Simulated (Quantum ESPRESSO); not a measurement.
Worked example: self-consistent single point of La3Te4 (I-43d, 14 atoms in the cell) in Quantum ESPRESSO.

Method: PBEsol, GBRV 1.5 ultrasoft (PBESOL) pseudopotentials (plane waves; Quantum ESPRESSO).

```
La3Te4
1.0
   -4.80950     4.80950     4.80950
    4.80950    -4.80950     4.80950
    4.80950     4.80950    -4.80950
Te La
8 6
Direct
  0.16600   0.16600   0.16600
  0.83400   0.50000   0.00000
  0.50000   0.00000   0.33400
  0.00000   0.83400   0.50000
  0.33400   0.50000   0.00000
  0.66600   0.66600   0.66600
  0.00000   0.33400   0.50000
  0.50000   0.00000   0.83400
  0.25000   0.62500   0.37500
  0.37500   0.25000   0.62500
  0.75000   0.87500   0.12500
  0.12500   0.75000   0.87500
  0.62500   0.37500   0.25000
  0.87500   0.12500   0.75000
```

Reference input (self-consistent single point, DFT, PBEsol, plane waves, GBRV 1.5 ultrasoft (PBESOL) pseudopotentials): ecutwfc = 40 Ry; ecutrho = 200 Ry; occupations = smearing; smearing = fd; degauss = 0.0099958 Ry; potentials = {Te: te_pbesol_v1.uspp.F.UPF, La: la_pbesol_v1.uspp.F.UPF}; K_POINTS = automatic 4 4 4 0 0 0; conv_thr = 1e-10 Ry. This run's input differs from it in these lines:

```diff
@@ -18,2 +18,3 @@
     degauss = 0.0099958,
+    nbnd = 57,
 /
```

The program printed (abridged):

```
     Self-consistent Calculation

     iteration #  1     ecut=    40.00 Ry     beta= 0.70

---- Real-time Memory Report at c_bands before calling an iterative solver
          1313 MiB given to the printing process from OS
           236 MiB allocation reported by mallinfo(arena+hblkhd)
------------------

 %%%%%%%%%%%%%%%%%%%%%%%%%%%%%%%%%%%%%%%%%%%%%%%%%%%%%%%%%%%%%%%%%%%%%%%%%%%%%%
     Error in routine efermig (1):
     internal error, cannot bracket Ef
 %%%%%%%%%%%%%%%%%%%%%%%%%%%%%%%%%%%%%%%%%%%%%%%%%%%%%%%%%%%%%%%%%%%%%%%%%%%%%%

     stopping ...
```

The program stopped with an error at about iteration 1. 

The starting cell comes from a database of published, mostly measured structures (it also holds non-ambient and calculated ones), without a prior relaxation at this level.
